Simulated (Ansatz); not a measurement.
The parent structure is AlN in the wurtzite structure (space group P6_3mc, No. 186; a = 3.114 Å, c = 4.983 Å). Axes: x lies along a and z along c of the hexagonal cell.

The values are results of plane-wave PAW DFT at the PBEsol level (Ansatz, a program for electronic structure, 420 eV), no spin-orbit coupling, not measurements.

Before the change:

The band gap comes out as 4.09 eV. The gap character is direct at Γ and the pressure is 0.01 GPa.

One thing is altered: tensile biaxial strain of 0.60 % in the plane normal to [001], as in epitaxy on a mismatched substrate; the out-of-plane cell vector and the atoms relax.

Task: What happens to the band gap?

Result: The band gap decreases by 0.12 eV to 3.97 eV.

Task: Estimate the effect on the gap character.

Result: The gap character is still direct at Γ.

Task: Estimate the effect on the pressure.

Result: The pressure (mean of the normal stresses, compression positive) shrinks by 1.77 GPa, from 0.01 GPa to -1.76 GPa.

Task: How does this affect the out-of-plane strain?

Result: The out-of-plane strain amounts to -0.36 %.

No phonon test of stability was made.
